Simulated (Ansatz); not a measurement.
# Cr2C3N6 (R-3c, No. 167, 22 atoms in the cell; start mp-1190798)

All values below come from PBEsol (plane waves, PAW; Ansatz, a quantum-chemistry and plane-wave program).

Settings: plane-wave cutoff 520 eV, 8×8×8 k mesh, Fermi–Dirac smearing 0.01 eV, spin-polarised start, scalar-relativistic PAW data made under PBE.

Cell (relaxed with PBEsol):

```cif
data_C6Cr4N12
_chemical_formula_sum 'Cr4 C6 N12'
_space_group_name_H-M_alt 'P 1'
_space_group_IT_number 1
_cell_length_a 9.82742
_cell_length_b 9.82742
_cell_length_c 9.82742
_cell_angle_alpha 32.137
_cell_angle_beta 32.137
_cell_angle_gamma 32.137
loop_
_space_group_symop_operation_xyz
  'x, y, z'
loop_
_atom_site_label
_atom_site_type_symbol
_atom_site_fract_x
_atom_site_fract_y
_atom_site_fract_z
_atom_site_occupancy
Cr1 Cr 0.66522 0.66522 0.66522 1
Cr2 Cr 0.33478 0.33478 0.33478 1
Cr3 Cr 0.83478 0.83478 0.83478 1
Cr4 Cr 0.16522 0.16522 0.16522 1
C1 C 0.43460 0.06540 0.75000 1
C2 C 0.56540 0.93460 0.25000 1
C3 C 0.75000 0.43460 0.06540 1
C4 C 0.25000 0.56540 0.93460 1
C5 C 0.06540 0.75000 0.43460 1
C6 C 0.93460 0.25000 0.56540 1
N1 N 0.92307 0.15572 0.54196 1
N2 N 0.07693 0.84428 0.45804 1
N3 N 0.54196 0.92307 0.15572 1
N4 N 0.45804 0.07693 0.84428 1
N5 N 0.15572 0.54196 0.92307 1
N6 N 0.84428 0.45804 0.07693 1
N7 N 0.95804 0.34428 0.57693 1
N8 N 0.04196 0.65572 0.42307 1
N9 N 0.34428 0.57693 0.95804 1
N10 N 0.65572 0.42307 0.04196 1
N11 N 0.57693 0.95804 0.34428 1
N12 N 0.42307 0.04196 0.65572 1
```

| Quantity | Result |
|---|---|
| band gap | 1.14 eV (indirect) |
| smallest direct gap on the k points sampled | 1.26 eV |
| Γ–Γ gap | 1.35 eV |

Note: the magnetic order was assumed, not searched for or taken from measurement.

The computed numbers hold no vibrational or temperature effects.

Cost on a shared machine: around 11 core-minutes (rough).

A start named mp-… is a Materials Project structure, which need not be a measured phase.
